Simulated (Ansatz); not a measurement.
The starting structures come from a database of crystals and need not be the phases stable at ambient conditions.

Data:

```
HfP2S6
1.0
    6.96511     0.00000     0.00000
   -2.37992     6.54877     0.00000
    2.29199     3.27014    10.84511
Hf P S
2 4 12
Direct
  0.85040   0.84930   0.29980
  0.60070   0.10060   0.79970
  0.73520   0.85830   0.62450
  0.60780   0.98360   0.12480
  0.26800   0.89000   0.12460
  0.64130   0.51820   0.62490
  0.66910   0.71750   0.14260
  0.18900   0.13830   0.14280
  0.96960   0.01730   0.46260
  0.56810   0.52010   0.46310
  0.27060   0.81790   0.96260
  0.76770   0.21840   0.96310
  0.38460   0.32750   0.76890
  0.84820   0.90540   0.76840
  0.65450   0.09610   0.26900
  0.07720   0.63310   0.26860
  0.46890   0.91960   0.64230
  0.88970   0.43920   0.64270
```

Space group of this cell: P1. The cell is taken as given.

Transport runs along the normal of the first two printed cell vectors.

The gap is the functional's own, uncorrected, and κ follows it; spin-orbit coupling is left out. Mid-gap values are interpolated between the computed energies.

Give the band gap and the smallest decay constant κ at mid-gap that Ansatz (a quantum-chemistry and plane-wave program) with PBEsol yields.

Gap 2.31 eV on a 6×6×4 mesh; κ = 0.270 1/Å, at the zone centre.
